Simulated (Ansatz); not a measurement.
An ideal cubic perovskite cell is held by its symmetry; such compounds can tilt or shift off centre at room temperature. The starting structures come from a database of crystals and need not be the phases stable at ambient conditions.

 Where the default PAW files enter, the runs use the earlier of Ansatz's two default sets.

Data:

```yaml
crystal:
  lattice:
    - [5.58733, 0.00000, 0.00000]
    - [-2.79367, 4.83877, 0.00000]
    - [2.79367, 1.61292, 2.28102]
  atoms:
    - { symbol: Na, position: [0.00000, 0.00000, 0.00000] }
    - { symbol: Mg, position: [0.00000, 0.50000, 0.50000] }
    - { symbol: F, position: [0.00000, 0.50000, 0.00000] }
    - { symbol: F, position: [0.50000, 0.50000, 0.00000] }
    - { symbol: F, position: [0.50000, 0.00000, 0.00000] }
```

Space group of this cell: Pm-3m, cubic perovskite. The cell is taken as given; by r2SCAN its mean pressure is -3.3 GPa.

Transport runs along the normal of the first two printed cell vectors, the (111) plane of the conventional cell.

No gap correction and no spin-orbit coupling; mid-gap values are interpolated between computed energies.

**Question.** Predict the band gap and the smallest decay constant κ at mid-gap from r2SCAN (Ansatz, an electronic-structure program).

**Answer.** Gap 6.83 eV on a 14×14×14 mesh; κ = 0.545 1/Å, at the zone centre.
